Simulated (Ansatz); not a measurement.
The parent structure is Ga$_{2}$O$_{3}$ (space group C2/m, No. 12; a = 12.4552 Å, b = 3.0835 Å, c = 5.8776 Å, α = γ = 90.00°, β = 103.70°).

(Cell as relaxed with PBE.)

Levels (all Ansatz, a program for electronic structure, PAW): PBE (420 eV, scalar-relativistic without spin-orbit coupling); r2SCAN (500 eV, no spin-orbit coupling).

Each level relaxes its own structure.

| base | PBE | r2SCAN |
|---|---|---|
| volume per atom | 10.97 Å³ | 10.50 Å³ |
| band gap | 2.01 eV | 3.02 eV |

Modification: cell and atoms relaxed at a pressure of 9 GPa.

```tsv
quantity	PBE	r2SCAN
smallest direct gap	2.43 eV	3.43 eV
band gap	2.41 eV	3.40 eV
shift of the gap caused by the change	+0.40 eV	+0.38 eV
```

PBE's smallest direct gap lies 1.00 eV below r2SCAN's; PBE's band gap lies 0.99 eV below r2SCAN's; PBE's shift of the gap caused by the change lies 0.02 eV above r2SCAN's. Neither level is exact; r2SCAN is the comparison here, not a measurement.

Load acts through the strain it causes; cell and atoms are relaxed under it. Stability against distortions was not tested. Competing high-pressure phases were not computed.
